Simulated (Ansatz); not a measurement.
Consider HfO2 (space group P4_2/nmc, No. 137; a = 3.577 Å, c = 5.203 Å).

All numbers come from plane-wave PAW DFT at the r2SCAN level (Ansatz, an electronic-structure program, 500 eV), no spin-orbit coupling.

For the base:

| Property | Value |
|---|---|
| Smallest direct gap | 5.34 eV |
| Pressure | 0.00 GPa |
| Electron mass | 1.0 mₑ along c, 0.89 mₑ across (at Γ) |
| Gap character | indirect, Z → Γ |

Now apply this change: every lattice vector is shortened by 0.33 %, atoms relaxed at fixed cell.

Task: Estimate the effect on the energy relative to the base.

Result: The energy grows by 0.7 meV/atom.

Task: Predict the new smallest direct gap.

Result: The smallest direct gap remains 5.34 eV.

Task: Estimate the effect on the pressure.

Result: The pressure (mean of the normal stresses, compression positive) goes from zero to 2.13 GPa.

Task: What happens to the electron mass?

Result: The electron mass becomes 1.1 mₑ along c, 0.87 mₑ across (at Γ) (base: 1.0 mₑ along c, 0.89 mₑ across (at Γ)).

Task: What does the calculation give for the gap character after the change?

Result: The gap character remains indirect, Z → Γ.

Spin-orbit coupling, missing from the scalar runs, can matter with Hf. The cells carry an imposed strain or load. Masses are band curvatures over ±0.01 Å⁻¹ around the edge. No phonon test of stability was made. This is not the structure that HfO2 has at room temperature and ambient pressure.
